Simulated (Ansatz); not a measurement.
Consider La₂O₃ (space group P-3m1, No. 164; a = 3.906 Å, c = 6.040 Å).

The values are results of DFT with PBEsol, PAW potentials and a 420 eV plane-wave cutoff in Ansatz (an electronic-structure program), without spin-orbit coupling, not measurements.

One change was made to it. Results:

The band gap falls by 0.02 eV, from 3.77 eV to 3.75 eV; the gap character is still indirect, L → K; the lattice parameter a falls by 0.066 bohr, from 7.382 bohr to 7.316 bohr; the electron mass changes from 1.3 mₑ (at K) to 1.2 mₑ (at K).

### Question
Name the change that was made.
A. pressure −1 GPa
B. pressure 0.7 GPa
C. pressure 3 GPa
D. pressure 7.5 GPa
E. pressure 1.5 GPa

### Answer
D, pressure 7.5 GPa. For comparison, the electron mass in the other runs: pressure 1.5 GPa gives 1.3 mₑ (at K); pressure 0.7 GPa gives 1.3 mₑ (at K); pressure −1 GPa gives 1.3 mₑ (at K); pressure 3 GPa gives 1.3 mₑ (at K).

Load acts through the strain it causes; cell and atoms are relaxed under it. Masses are band curvatures over ±0.01 Å⁻¹ around the edge. Stability against distortions was not tested. No other phases were tried under pressure. The base started in C2/m and relaxed to P-3m1 at this level.
